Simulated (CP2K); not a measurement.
**CP2K run on ZnGe3 (Pm-3m, 4 atoms in the cell): self-consistent single point**

Method: PBEsol, GPW, DZVP-MOLOPT-SR-GTH basis, GTH-PBE potentials (GTH_POTENTIALS) (CP2K 2026.2).

Input as run:

```
&GLOBAL
  PROJECT bulk
  RUN_TYPE ENERGY_FORCE
  PRINT_LEVEL MEDIUM
&END GLOBAL
&FORCE_EVAL
  METHOD Quickstep
  STRESS_TENSOR ANALYTICAL
  &DFT
    BASIS_SET_FILE_NAME BASIS_MOLOPT
    POTENTIAL_FILE_NAME GTH_POTENTIALS
    &QS
      METHOD GPW
      EPS_DEFAULT 1E-10
    &END QS
    &MGRID
      CUTOFF 600
      REL_CUTOFF 50
      NGRIDS 5
    &END MGRID
    &SCF
      SCF_GUESS ATOMIC
      EPS_SCF 1E-6
      MAX_SCF 100
      ADDED_MOS 5
      &DIAGONALIZATION
        ALGORITHM STANDARD
      &END DIAGONALIZATION
      &MIXING
        METHOD BROYDEN_MIXING
        ALPHA 0.2
        NBUFFER 12
        BETA 1
      &END MIXING
      &SMEAR ON
        METHOD GAUSSIAN
        SIGMA [eV] 0.136
      &END SMEAR
    &END SCF
    &KPOINTS
      SCHEME MONKHORST-PACK 10 10 10
      GAMMA_CENTERED T
    &END KPOINTS
    &XC
      &XC_FUNCTIONAL
        &PBE
          PARAMETRIZATION PBESOL
        &END PBE
      &END XC_FUNCTIONAL
    &END XC
    &PRINT
      &MO
        EIGENVALUES T
        OCCUPATION_NUMBERS T
        NDIGITS 8
        FILENAME mo
        &EACH
          QS_SCF 0
        &END EACH
        ADD_LAST NUMERIC
      &END MO
      &MULLIKEN ON
      &END MULLIKEN
    &END PRINT
  &END DFT
  &SUBSYS
    &CELL
      A 4.22236000 0.00000000 0.00000000
      B 0.00000000 4.22236000 0.00000000
      C 0.00000000 0.00000000 4.22236000
      PERIODIC XYZ
    &END CELL
    &COORD
      SCALED
      Zn       0.00000000     0.00000000     0.00000000
      Ge       0.00000000     0.50000000     0.50000000
      Ge       0.50000000     0.00000000     0.50000000
      Ge       0.50000000     0.50000000     0.00000000
    &END COORD
    &KIND Zn
      BASIS_SET DZVP-MOLOPT-SR-GTH
      POTENTIAL GTH-PBE-q12
    &END KIND
    &KIND Ge
      BASIS_SET DZVP-MOLOPT-SR-GTH
      POTENTIAL GTH-PBE-q4
    &END KIND
  &END SUBSYS
  &PRINT
    &FORCES ON
    &END FORCES
    &STRESS_TENSOR ON
    &END STRESS_TENSOR
  &END PRINT
&END FORCE_EVAL
```

Log, with long lists cut:

```
 GLOBAL| Method name                                                        CP2K
 GLOBAL| Project name                                                       bulk
 GLOBAL| Run type                                                   ENERGY_FORCE

 CELL| Volume [angstrom^3]:                                            75.277602
 CELL| Vector a [angstrom]:       4.222     0.000     0.000   |a| =     4.222360
 CELL| Vector b [angstrom]:       0.000     4.222     0.000   |b| =     4.222360
 CELL| Vector c [angstrom]:       0.000     0.000     4.222   |c| =     4.222360
 CELL| Angle (b,c), alpha [degree]:                                    90.000000
 CELL| Angle (a,c), beta  [degree]:                                    90.000000
 CELL| Angle (a,b), gamma [degree]:                                    90.000000
 CELL| Numerically orthorhombic:                                             YES
 CELL| Periodicity                                                           XYZ

 DFT| Spin restricted Kohn-Sham (RKS) calculation                            RKS
 DFT| Multiplicity                                                             1
 DFT| Number of spin states                                                    1
 DFT| Charge                                                                   0
 DFT| XC density smoothing                                                  NONE
 DFT| XC derivatives                                                          PW

 QS| Method:                                                                 GPW
 QS| Density plane wave grid type                        NON-SPHERICAL FULLSPACE
 QS| Number of grid levels:                                                    5
 QS| Density cutoff [a.u.]:                                                300.0
 QS| Multi grid cutoff [a.u.]: 1) grid level                               300.0
   [... lines left out ...]
 BRILLOUIN| Wavefunction type                                            COMPLEX
 BRILLOUIN| List of Kpoints [2 Pi/Bohr]                                      504
 BRILLOUIN| Number           Weight            X              Y              Z
 BRILLOUIN|     1           0.00200       -0.40000       -0.40000       -0.40000
 BRILLOUIN|     2           0.00200       -0.40000       -0.40000       -0.30000
 BRILLOUIN|     3           0.00200       -0.40000       -0.40000       -0.20000
   [... 501 lines left out ...]
 *******************************************************************************

 Extrapolation method: initial_guess

 Re-scaling the density matrix to get the right number of electrons
                  # Electrons              Trace(P)               Scaling factor
                           24                24.000                        1.000

 Number of electrons:                                                         24
 Number of occupied orbitals:                                                 12
 Number of molecular orbitals:                                                17

 Number of orbital functions:                                                 64
 Number of independent orbital functions:                                     64
 SCF WAVEFUNCTION OPTIMIZATION

  Step     Update method      Time    Convergence         Total energy    Change
     1 NoMix/Diag. 0.20E+00      -     1.09716980       -72.3589014491 -7.24E+01
     2 Broy./Diag. 0.20E+00      -     0.04229763       -72.6028175306 -2.44E-01
     3 Broy./Diag. 0.20E+00      -     0.08119811       -72.3538093543  2.49E-01
     4 Broy./Diag. 0.20E+00      -     0.05031637       -72.1321462934  2.22E-01
     5 Broy./Diag. 0.20E+00      -     0.00419682       -72.1101372971  2.20E-02
     6 Broy./Diag. 0.20E+00      -     0.00407146       -72.1261060809 -1.60E-02
     7 Broy./Diag. 0.20E+00      -     0.00082618       -72.1199883229  6.12E-03
     8 Broy./Diag. 0.20E+00      -     0.00015248       -72.1141428626  5.85E-03
     9 Broy./Diag. 0.20E+00      -     0.00002956       -72.1131724575  9.70E-04
    10 Broy./Diag. 0.20E+00      -     0.00001439       -72.1133247855 -1.52E-04
    11 Broy./Diag. 0.20E+00      -     0.00000752       -72.1134086244 -8.38E-05
    12 Broy./Diag. 0.20E+00      -     0.00000309       -72.1134107051 -2.08E-06
    13 Broy./Diag. 0.20E+00      -     0.00000021       -72.1134055292  5.18E-06
  *** SCF run converged in    13 steps ***

  Electronic density on regular grids:        -23.9999999990        0.0000000010
  Core density on regular grids:               23.9999999948       -0.0000000052
  Total charge density on r-space grids:       -0.0000000042
  Total charge density g-space grids:          -0.0000000042

  Overlap energy of the core charge distribution:               0.00000000000819
  Self energy of the core charge distribution:               -104.72538675004104
  Core Hamiltonian energy:                                     31.11335378228896
  Hartree energy:                                              13.74414559061132
  Exchange-correlation energy:                                -12.24502853294016
  Smearing free energy correction:                             -0.00048961918041
  Fermi energy:                                                 0.21560343920144

  Total energy:                                               -72.11340552922188
  Total energy (extrapolated to sigma->0):                    -72.11316071963168

                     Mulliken Population Analysis

 #  Atom  Element  Kind  Atomic population                           Net charge
       1     Zn       1         12.088750                             -0.088750
       2     Ge       2          3.970417                              0.029583
       3     Ge       2          3.970417                              0.029583
       4     Ge       2          3.970417                              0.029583
 # Total charge                             24.000000                 -0.000000

 ENERGY| Total FORCE_EVAL ( QS ) energy [hartree]            -72.113406395775982

 FORCES| Atomic forces [hartree/bohr]
 FORCES|   Atom     x               y               z               |f|
 FORCES|      1  4.63138426E-09  4.63138530E-09  4.63138221E-09   8.02179227E-09
 FORCES|      2  3.08675002E-12 -6.04680121E-12 -6.04046974E-12   9.08730462E-12
 FORCES|      3 -6.04179754E-12  3.07931104E-12 -6.05140194E-12   9.08872595E-12
 FORCES|      4 -6.04851484E-12 -6.03513951E-12  3.08687157E-12   9.08494451E-12
 FORCES| Sum     4.62238070E-09  4.62238267E-09  4.62237721E-09
 FORCES| Total atomic force                                       8.00619735E-09

 STRESS| Analytical stress tensor [bar]
 STRESS|                        x                   y                   z
 STRESS|      x       -9.92625430629E+03   1.12316511846E-03   1.12316468122E-03
 STRESS|      y        1.12316511846E-03  -9.92621699595E+03   1.12316476314E-03
 STRESS|      z        1.12316468122E-03   1.12316476314E-03  -9.92623035011E+03
 STRESS| 1/3 Trace                                            -9.92623388412E+03
```

The run converged in 13 iterations.

The starting cell comes from a database of computed structures (which also holds hypothetical and non-ambient phases and stackings), without a prior relaxation at this level. Values carry the incompleteness of an atom-centred basis. The potentials were made for another functional than the one used.

Cost on one core of a shared machine: roughly 60 s.
